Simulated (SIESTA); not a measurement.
Worked example: self-consistent single point of MnZn3 (Pm-3m, 4 atoms in the cell) in SIESTA.

Method: GGA PBEsol, numerical atomic orbitals DZP, PseudoDojo PBEsol standard norm-conserving potentials (rewritten from UPF to PSML) (SIESTA).

The change in words: lattice scaled by 0.98. Reference geometry:
```
MnZn3
1.0
    3.72623     0.00000     0.00000
    0.00000     3.72623     0.00000
    0.00000     0.00000     3.72623
Mn Zn
1 3
Cartesian
  0.00000   0.00000   0.00000
  0.00000   1.86311   1.86311
  1.86311   0.00000   1.86311
  1.86311   1.86311   0.00000
```
Moments meant for the start (each program seeds them in its own way; μB, in the order of the atoms Mn Zn Zn Zn): 4.0 0.0 0.0 0.0.

Reference input (self-consistent single point, DFT, GGA PBEsol, numerical atomic orbitals DZP, PseudoDojo PBEsol standard norm-conserving potentials (rewritten from UPF to PSML)): XC.functional = GGA; XC.authors = PBEsol; potentials = PseudoDojo PBEsol standard; PAO.BasisSize = DZP; PAO.EnergyShift = 0.005 Ry; MeshCutoff = 300 Ry; kgrid.MonkhorstPack = 6 6 6; OccupationFunction = FD; ElectronicTemperature = 1160.45 K; Spin = polarized; DM.InitSpin = [1 +4.00, 2 +0.00, 3 +0.00, 4 +0.00]; MaxSCFIterations = 150. This run's input differs from it in these lines:

```diff
@@ -12,5 +12,5 @@
 %block LatticeVectors
-     7.041548508    0.000000000    0.000000000
-     0.000000000    7.041548508    0.000000000
-     0.000000000    0.000000000    7.041548508
+     6.900716669    0.000000000    0.000000000
+     0.000000000    6.900716669    0.000000000
+     0.000000000    0.000000000    6.900716669
 %endblock LatticeVectors
@@ -19,5 +19,5 @@
      0.000000000    0.000000000    0.000000000  1
-     0.000000000    3.520774254    3.520774254  2
-     3.520774254    0.000000000    3.520774254  2
-     3.520774254    3.520774254    0.000000000  2
+     0.000000000    3.450358334    3.450358334  2
+     3.450358334    0.000000000    3.450358334  2
+     3.450358334    3.450358334    0.000000000  2
 %endblock AtomicCoordinatesAndAtomicSpecies
```

Output, abridged:

```
        iscf     Eharris(eV)        E_KS(eV)     FreeEng(eV)     dDmax    Ef(eV) dHmax(eV)
   scf:    1   -19836.300295   -19953.661280   -19953.761234  1.956596 -0.540758 29.453526
     spin moment: {S} , |S| = {        0.0        0.0    1.99872 }     1.99872
   scf:    2   -20022.643746   -20001.531690   -20001.599999  0.540416  0.010961 14.402056
     spin moment: {S} , |S| = {        0.0        0.0    2.68890 }     2.68890
   scf:    3   -20011.392571   -20006.867469   -20006.932942  0.228960 -0.261257  9.175273
     spin moment: {S} , |S| = {        0.0        0.0    2.70220 }     2.70220
   [... lines left out ...]
     spin moment: {S} , |S| = {        0.0        0.0    2.09420 }     2.09420
   scf:   16   -20010.725245   -20010.725292   -20010.792323  0.000930 -1.107307  0.004599
     spin moment: {S} , |S| = {        0.0        0.0    2.09098 }     2.09098
   scf:   17   -20010.725143   -20010.725212   -20010.792329  0.001504 -1.109036  0.000243
     spin moment: {S} , |S| = {        0.0        0.0    2.08498 }     2.08498
   scf:   18   -20010.725212   -20010.725212   -20010.792329  0.000010 -1.109050  0.000107
     spin moment: {S} , |S| = {        0.0        0.0    2.08500 }     2.08500
SCF Convergence by DM+H criterion
max |DM_out - DM_in|         :     0.0000098951
max |H_out - H_in|      (eV) :     0.0001068882
SCF cycle converged after 18 iterations

Using DM_out to compute the final energy and forces

siesta: E_KS(eV) =           -20010.7252

siesta: E_KS - E_eggbox =    -20010.7252

siesta: Atomic forces (eV/Ang):
     1   -0.000000   -0.000000   -0.000000
     2    0.000000    0.000000    0.000000
     3    0.000000    0.000000    0.000000
     4    0.000000    0.000000   -0.000000
   Tot   -0.000000   -0.000000   -0.000000
   Max    0.000000
   Res    0.000000    sqrt( Sum f_i^2 / 3N )
   Max    0.000000    constrained

Stress tensor Voigt[x,y,z,yz,xz,xy] (kbar):     -106.40     -106.40     -106.40        0.00        0.00        0.00
(Free)E + p*V (eV/cell)   -20007.5586
   [... lines left out ...]
siesta: FreeEng =    -20010.792329
siesta: Cell volume =         48.695181 Ang**3
siesta:         106.39557849        106.39557624  kBar
   [... lines left out ...]

              0.027   0.039   0.049

mulliken: Qtot =       36.458

Mulliken Atomic Populations:
Atom #   charge [q] valence [e]      Sz [e]  Species
     1     0.201899   14.798101    2.650259  Mn
     2    -0.067300   20.067300   -0.188421  Zn
     3    -0.067300   20.067300   -0.188421  Zn
     4    -0.067300   20.067300   -0.188421  Zn
 Total     0.000000                2.084997
```

The run converged in 18 iterations. Against the reference run the free energy rises by 26.7 meV/atom, the pressure goes from 2.03 to 10.64 GPa and the size of the net moment goes from 0.61 to 0.52 μB/atom.

The starting cell comes from a database of computed structures (which also holds hypothetical and non-ambient phases and stackings), without a prior relaxation at this level. Its lattice was rescaled by a random factor within 2.5 % of one. For this run, on top of that: lattice scaled by 0.98. With one magnetic atom in the cell only a parallel order is possible. Values carry the incompleteness of an atom-centred basis. With a pressure of about 11 GPa the cell is away from its equilibrium volume at this level.

Cost on one core of a shared machine: roughly 70 s.
